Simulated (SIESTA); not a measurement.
Input and output of a self-consistent single point for TiO2 (P1, 6 atoms in the cell) (SIESTA).

Method: LDA PW92+U, numerical atomic orbitals DZP, PseudoDojo LDA standard norm-conserving potentials (rewritten from UPF to PSML) (SIESTA).

```
CELL_PARAMETERS angstrom
     -1.89127     1.89127     4.80751
      1.89127    -1.89127     4.80751
      1.89127     1.89127    -4.80751
ATOMIC_POSITIONS crystal
  Ti 0.00352 0.97213 0.96936
  Ti 0.74238 0.25359 0.49054
  O  0.97073 0.48159 0.54585
  O  0.20404 0.21500 0.99882
  O  0.80665 0.79100 0.02429
  O  0.52268 0.03668 0.47113
```

Reference input (self-consistent single point, DFT, LDA PW92, numerical atomic orbitals DZP, PseudoDojo LDA standard norm-conserving potentials (rewritten from UPF to PSML)): XC.functional = LDA; XC.authors = PW92; potentials = PseudoDojo LDA standard; PAO.BasisSize = DZP; PAO.EnergyShift = 0.005 Ry; MeshCutoff = 350 Ry; kgrid.MonkhorstPack = 5 5 6; OccupationFunction = FD; ElectronicTemperature = 10 K; MaxSCFIterations = 150; SCF.Mixer.Method = Broyden; SCF.Mixer.Weight = 0.25. This run's input differs from it in these lines:

```diff
@@ -38,2 +38,11 @@
 ElectronicTemperature        10 K
+DFTU.ProjectorGenerationMethod 2
+DFTU.CutoffNorm              0.9
+DFTU.FirstIteration          true
+%block DFTU.proj
+  Ti 1
+  n=3 2
+  4.00 0.00
+  0.00 0.00
+%endblock DFTU.proj
```

Output, abridged:

```
        iscf     Eharris(eV)        E_KS(eV)     FreeEng(eV)     dDmax    Ef(eV) dHmax(eV)
   scf:    1    -4942.472638    -5004.012505    -5004.012505  1.806605 -3.055255 14.368171
   scf:    2    -5037.897436    -5026.819790    -5026.819790  0.251302 -6.201336  4.103232
   scf:    3    -5027.730660    -5028.194803    -5028.194803  0.117576 -7.261669  1.017139
   scf:    4    -5027.766545    -5028.029317    -5028.029317  0.040402 -7.084038  1.218082
   scf:    5    -5028.249399    -5028.207067    -5028.207067  0.028237 -7.329671  0.306967
   scf:    6    -5028.229714    -5028.258415    -5028.258415  0.022353 -7.519009  0.373075
   [... lines left out ...]
hubbard_term: recalculating local occupations   11
hubbard_term: maximum change in local occup.    0.000466
   scf:   17    -5027.237155    -5027.237125    -5027.237125  0.000673 -7.146475  0.003806
hubbard_term: recalculating local occupations   12
hubbard_term: maximum change in local occup.    0.000468
   scf:   18    -5027.236927    -5027.236925    -5027.236925  0.000149 -7.146817  0.001414
hubbard_term: recalculating local occupations   13
hubbard_term: maximum change in local occup.    0.000479
   scf:   19    -5027.236894    -5027.236894    -5027.236894  0.000072 -7.147368  0.000816
SCF Convergence by DM+H criterion
max |DM_out - DM_in|         :     0.0000720826
max |H_out - H_in|      (eV) :     0.0008158285
DFT+U population converged by dTol_pop criteria:
max |pop(DFT+U)_i - pop(DFT+U)_j|:     0.0004791278
SCF cycle converged after 19 iterations

Using DM_out to compute the final energy and forces
hubbard_term: recalculating local occupations   14
hubbard_term: maximum change in local occup.    0.000479
hubbard_term: recalculating Hamiltonian and forces

siesta: E_KS(eV) =            -5027.2335

siesta: E_KS - E_eggbox =     -5027.2335

siesta: Atomic forces (eV/Ang):
     1    2.803304   -0.677413    0.049704
     2    0.116817    0.128867   -0.956058
     3   -3.494820   -0.433131    0.401568
     4   -0.076382   -0.170191   -0.223878
     5    0.323178   -0.418970    0.755110
   [... lines left out ...]
siesta: FreeEng =     -5027.233486
siesta: Cell volume =         68.783973 Ang**3
siesta:          58.24503518         10.30944455  kBar
   [... lines left out ...]
   4  6.679   1.905  -0.077   1.665   1.751   1.801  -0.102  -0.146  -0.144
   [... 5 lines left out ...]

mulliken: Qtot =       48.000

Mulliken Atomic Populations:
Atom #   charge [q] valence [e]  Species
     1     1.320051   10.679949  Ti
     2     1.341295   10.658705  Ti
     3    -0.632130    6.632130  O
     4    -0.679403    6.679403  O
     5    -0.667452    6.667452  O
     6    -0.682362    6.682362  O
 Total    -0.000000
```

The run converged in 19 iterations. Against the reference run the pressure goes from -1.91 to 5.82 GPa, the largest force goes from 2.719 to 3.544 eV/Å and the gap on the mesh goes from 1.948 to 2.449 eV.

The starting cell comes from a database of computed structures (which also holds hypothetical and non-ambient phases and stackings), without a prior relaxation at this level. Its atoms were displaced at random from the sites of space group no. 141. Spin polarisation is off. The U value is a test value, and with U on an open shell several self-consistent states can exist. Values carry the incompleteness of an atom-centred basis. With a pressure of about 6 GPa the cell is away from its equilibrium volume at this level. Forces in this geometry exceed 1 eV/Å.

Cost on one core of a shared machine: roughly 2 min.
